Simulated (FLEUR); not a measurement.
Input and output of a self-consistent single point for Cu3Sb (Pm-3m, 4 atoms in the cell) (FLEUR).

Method of the run: PBEsol, all-electron FLAPW (FLEUR), scalar-relativistic valence run with FLEUR.

The change in words: lattice scaled by 0.98. Reference geometry:
```xyz
4
Lattice="3.9390 0.0000 0.0000 0.0000 3.9390 0.0000 0.0000 0.0000 3.9390" Properties=species:S:1:pos:R:3 pbc="T T T"
Cu     1.9695     1.9695     0.0000
Cu     0.0000     1.9695     1.9695
Cu     1.9695     0.0000     1.9695
Sb     0.0000     0.0000     0.0000
```

Reference input (self-consistent single point, DFT, PBEsol, all-electron FLAPW (FLEUR), scalar-relativistic valence): Kmax = 4.1 1/bohr; GmaxXC = 12.3 1/bohr; xcFunctional = PBEs; jspins = 1; l_soc = F; mode = gauss; fermiSmearingEnergy = 0.00183747 Htr; mesh (inpgen div1-3) = 8 8 8; inpgen gamma flag = true; Gmax = 12.3 1/bohr; numbands = 0; maxIterBroyd = 25. This run's input differs from it in these lines:

```diff
@@ -3,5 +3,5 @@
 &input film=f /
-7.4437105734 0.0000000000 0.0000000000
-0.0000000000 7.4437105734 0.0000000000
-0.0000000000 0.0000000000 7.4437105734
+7.2948360596 0.0000000000 0.0000000000
+0.0000000000 7.2948360596 0.0000000000
+0.0000000000 0.0000000000 7.2948360596
 1.0
@@ -46,5 +46,5 @@
          <bravaisMatrix>
-            <row-1>    7.4437105733999998     0.0000000000000000     0.0000000000000000</row-1>
-            <row-2>    0.0000000000000000     7.4437105733999998     0.0000000000000000</row-2>
-            <row-3>    0.0000000000000000     0.0000000000000000     7.4437105733999998</row-3>
+            <row-1>    7.2948360595999997     0.0000000000000000     0.0000000000000000</row-1>
+            <row-2>    0.0000000000000000     7.2948360595999997     0.0000000000000000</row-2>
+            <row-3>    0.0000000000000000     0.0000000000000000     7.2948360595999997</row-3>
          </bravaisMatrix>
```

The program printed (abridged):

```
 Iteration:     1   Distance:      30.95615406 me/bohr^3
 Iteration:     2   Distance:      21.26970278 me/bohr^3
 Iteration:     3   Distance:       6.19094402 me/bohr^3
 Iteration:     4   Distance:       7.61761332 me/bohr^3
 Iteration:     5   Distance:       1.41676471 me/bohr^3
   [... 8 lines left out ...]
 Iteration:    14   Distance:       0.00028167 me/bohr^3
 Iteration:    15   Distance:       0.00005367 me/bohr^3
 Iteration:    16   Distance:       0.00005906 me/bohr^3
 Iteration:    17   Distance:       0.00000190 me/bohr^3
 Run finished successfully
 Stop message:
   Structural relaxation: Done

[file out, last iteration]
             iter=     18
[...]
          total density-effective poten   -1.8636267679E+04
          total charge density-energy d   -3.6681781568E+02
 Updated energy parameters for spin:           1
[...]
 fermi energy and band-weighting factors:

[...]
FERMIE:
          first approx. to ef    (T=0)  :   0.347101 htr   (energy of the highest occ. eigenvalue)
          number of occ. states  (T=0)  :        840
          first approx. to seigv (T=0)  :   0.776994 htr
          sum of weights of occ. states :  24.005859
          sum of semicore charge        :   0.000000 e
          fermi energy=   0.34798 har   work function=  -9.46895 ev
          number of valence electrons=  48.00000
     band-weighting factor for spin=    1
   [... lines left out ...]
          total moment                 =     0.00000
 Direct bandgap for spin            1 :    1.5606859828533659E-002  Htr
 ---->    free energy=                    -11441.9260486832 htr
   [... lines left out ...]
      extrapolation for T->0
 ---->    total electron energy=          -11441.9260486832 htr
 ***** TOTAL FORCES ON ATOMS *****
 TOTAL FORCE FOR ATOM TYPE=  1  X=  3.647   Y=  3.647   Z=  0.000
                       FX_TOT= 0.000000 FY_TOT= 0.000000 FZ_TOT= 0.000000
 TOTAL FORCE FOR ATOM TYPE=  2  X=  0.000   Y=  0.000   Z=  0.000
                       FX_TOT= 0.000000 FY_TOT= 0.000000 FZ_TOT= 0.000000
 Structural relaxation: Done
```

The run converged in 17 iterations. FLEUR gives forces in its relaxation mode, with a further iteration, so its stop message speaks of a relaxation. 

The starting cell comes from a database of computed structures (which also holds hypothetical and non-ambient phases and stackings), without a prior relaxation at this level. Its lattice was rescaled by a random factor within 2.5 % of one. For this run, on top of that: lattice scaled by 0.98. Spin-orbit coupling is off. Spin polarisation is off. Values depend on the basis (sphere radii, cutoffs, local orbitals), which need not be converged. No gap is read from this output. The log's line on a gap gives a spacing of levels on this mesh, which the program prints for metals too.

These are the values that this program gave, and no reference: the default basis lacks the next d shell.

Cost on one core of a shared machine: roughly 2 min.
